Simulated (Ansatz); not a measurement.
The starting structures come from a database of crystals and need not be the phases stable at ambient conditions.

 Where the default PAW files enter, the runs use the earlier of Ansatz's two default sets.

The decay constant κ of evanescent states in the gap governs leakage through a thin film.

Input:

```
CELL_PARAMETERS angstrom
      3.90193     0.00000     0.00000
      0.00000    12.65010     0.00000
      1.95097     6.32505     1.95097
ATOMIC_POSITIONS crystal
  Ba 0.00000 0.00000 0.00000
  Cu 0.50000 0.75000 0.00000
  Cu 0.50000 0.25000 0.00000
  S  0.00000 0.35899 0.00000
  S  0.00000 0.64101 0.00000
```

Space group of this cell: I4/mmm. The cell is taken as given.

Transport runs along the normal of the first two printed cell vectors, the (100) plane of the conventional cell.

The gap is the functional's own, uncorrected, and κ follows it; spin-orbit coupling is left out. Mid-gap values are interpolated between the computed energies.

Q: Compute, with r2SCAN (Ansatz, a program for electronic structure), the band gap and the smallest decay constant κ at mid-gap.

A: Gap 0.74 eV on a 16×16×16 mesh; κ = 0.096 1/Å, at the zone centre.
